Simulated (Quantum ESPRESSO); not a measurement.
Quantum ESPRESSO 7.5, DFT, PBE, plane waves, PseudoDojo 0.5 standard norm-conserving PBE (local tails restored to the Coulomb form): 3C-SiC, 2 atoms. Basis and mesh were picked for this test and aren't claimed converged.

```
Property                                      Result
-------------------  -------------------------------
cell                 3.08, 3.08, 3.08 Å; 60, 60, 60°
task                                 phonons by DFPT
k mesh                                      10×10×10
ecutwfc                                        82 Ry
ecutrho                                       328 Ry
occupations                                    fixed
conv_thr                                    1e-12 Ry
tprnfor                                         true
tstress                                        false
q                       [0, 0, 0] 2π/alat, Cartesian
k-point pools (-nk)                               16
k-points computed                                 47
```

Machine: one whole node, Intel Xeon 6 (Granite Rapids), 96 cores on 1 socket, 2 hardware threads a core, 3 L3 cache groups, 3 NUMA nodes.

Times are wall-clock medians of two to five runs, from launch to exit, with nothing else on the machine. Unless noted, each process is bound to its own block of adjacent cores. The times hold for this build (conda-forge: Open MPI 5.0, OpenMP, OpenBLAS 0.3.34 (pthreads), FFTW, ScaLAPACK, ELPA). Scratch files lie in a memory file system. A preparatory run goes ahead and isn't timed.

All on 16 ranks. The settings tried, from loose to tight:
- tr2_ph = 1e-10
- tr2_ph = 1e-12
- tr2_ph = 1e-14
- tr2_ph = 1e-16
- tr2_ph = 1e-18

The tightest serves as the yardstick; it is not itself proven converged.

**Question.** Which is the loosest of these settings from which on the result stays within 1.0 cm⁻¹ in frequencies (largest shift), 10 cm⁻¹ in the acoustic modes at q = 0 (no sum rule applied; largest shift) of the tightest, and what does it save?

**Answer.** tr2_ph = 1e-12: 3.2 s against 5.2 s.

```csv
setting,wall time,difference in frequencies (largest shift),difference in the acoustic modes at q = 0 (no sum rule applied; largest shift)
tr2_ph = 1e-10,2.7 s,22 cm⁻¹,120 cm⁻¹
tr2_ph = 1e-12,3.2 s,0.038 cm⁻¹,8.1 cm⁻¹
tr2_ph = 1e-14,3.8 s,0.034 cm⁻¹,9.8 cm⁻¹
tr2_ph = 1e-16,4.4 s,0.0044 cm⁻¹,1.1 cm⁻¹
tr2_ph = 1e-18,5.2 s,—,—
```
